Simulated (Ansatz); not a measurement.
# Be, response to strain

Take Be in the hcp (Mg type) structure (space group P6_3/mmc, No. 194; relaxed with 0.1 eV smearing) as the base.

```yaml
crystal:
  lattice:
    - [2.26274, 0.00000, 0.00000]
    - [-1.13137, 1.95959, 0.00000]
    - [0.00000, 0.00000, 3.56641]
  atoms:
    - { symbol: Be, position: [0.66667, 0.33333, 0.75000] }
    - { symbol: Be, position: [0.33333, 0.66667, 0.25000] }
```

Cartesian axes are those of the cell as printed.

Strains are applied to the cell and any free atomic positions relax.

The values are results of PBE, PAW, 420 eV (Ansatz, a program for electronic structure; scalar-relativistic without spin-orbit coupling), not measurements.

Notes on the quantities. energy relative to the base: free energy F; pressure: mean of the normal stresses, compression positive.

```tsv
case	volume per atom	energy relative to the base	pressure
base	7.91 Å³	0 meV/atom	0.0 GPa
uniaxial strain ε_zz = −3.00 %	7.67 Å³	+8.8 meV/atom	4.4 GPa
uniaxial strain ε_zz = −2.50 %	7.71 Å³	+6.1 meV/atom	3.6 GPa
uniaxial strain ε_zz = −1.50 %	7.79 Å³	+2.2 meV/atom	2.1 GPa
uniaxial strain ε_zz = −0.50 %	7.87 Å³	+0.2 meV/atom	0.7 GPa
uniaxial strain ε_zz = +0.50 %	7.95 Å³	+0.2 meV/atom	-0.7 GPa
uniaxial strain ε_zz = +1.50 %	8.03 Å³	?	?
uniaxial strain ε_zz = +2.00 %	8.06 Å³	+3.6 meV/atom	-2.5 GPa
uniaxial strain ε_zz = +2.50 %	8.10 Å³	+5.6 meV/atom	-3.1 GPa
uniaxial strain ε_zz = +3.00 %	8.14 Å³	+8.1 meV/atom	-3.7 GPa
```

Q: Some entries are withheld; estimate them.

A: 
- uniaxial strain ε_zz = +1.50 %, energy relative to the base: +2.1 meV/atom
- uniaxial strain ε_zz = +1.50 %, pressure: -1.9 GPa

No phonon test of stability was made.
